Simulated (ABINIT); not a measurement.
**Pressure against volume in rock-salt MgS (space group 225) (ABINIT, LDA)**

```yaml
crystal:
  lattice:
    - [0.00000, 2.49888, 2.49888]
    - [2.49888, 0.00000, 2.49888]
    - [2.49888, 2.49888, 0.00000]
  atoms:
    - { symbol: Mg, position: [0.00000, 0.00000, 0.00000] }
    - { symbol: S, position: [0.50000, 0.50000, 0.50000] }
```

Computed with LDA (PW92), norm-conserving pseudopotentials (PseudoDojo nc-sr-04 LDA standard) (plane waves; ABINIT). Settings: pseudos = [Mg.upf, S.upf]; ecut = 55 Ha; occopt = 3; tsmear = 0.01 eV; ngkpt = 11 11 11; nshiftk = 1; shiftk = 0 0 0; potentials = PseudoDojo nc-sr-04 LDA standard; nband = 13; kptopt = 1; nstep = 100; tolvrs = 1e-12. The cell above is the first row's. The rows scale it uniformly. In all rows fractional positions and the k mesh are held.

```csv
V (Å^3/atom),P (GPa)
15.604,?
15.943,5.39
16.282,3.28
16.622,1.38
16.961,-0.35
17.300,-1.90
17.639,-3.30
17.978,-4.57
18.318,-5.71
```

Problem. Fit P against V with a cubic, and predict the withheld value at V = 15.604.

Solution. With u = V - 17.1, the rows have u = -1.1570, -0.8180, -0.4780, -0.1390, 0.2000, 0.5390, 0.8780, 1.2180. Least squares gives P = -1.004 - 4.6247·u + 0.7026·u² - 0.0649·u³. Residuals (row less fit): 0.002, -0.005, 0.006, -0.003, 0.001, 0.003, -0.003, 0.002; standard error 0.005 (degrees of freedom: 4). The fitted pressure is zero at V0 = 16.89, where dP/dV = -4.929, so B0 = -V0·dP/dV = 83.2 GPa. At the withheld row, u = -1.4960, so P = -1.004 - 4.6247 × (-1.4960) + 0.7026 × (-1.4960)² - 0.0649 × (-1.4960)³ = 7.704 GPa. The calculation gives 7.74 GPa, 0.036 GPa above the prediction (0.3 % of the range of P in the table). The row lies outside the fitted rows, so this is an extrapolation. From the scatter of the fitted rows alone, a prediction at this place has a standard error of 0.013 GPa, so the miss is 2.9 times that.

Carrying the step between the two nearest rows on in a straight line would have given 7.50, off by 0.24; series whose last step already gives the withheld value aren't shown. The scan was laid around a cell of about the measured size, scaled by a guess for this functional. The runs keep the symmetry of the cell, so they don't test it for distortions. Cutoffs and mesh are single choices, not tested for convergence of this quantity. Series with a scatter that would blur these digits, or in which a gap closes, are not shown.
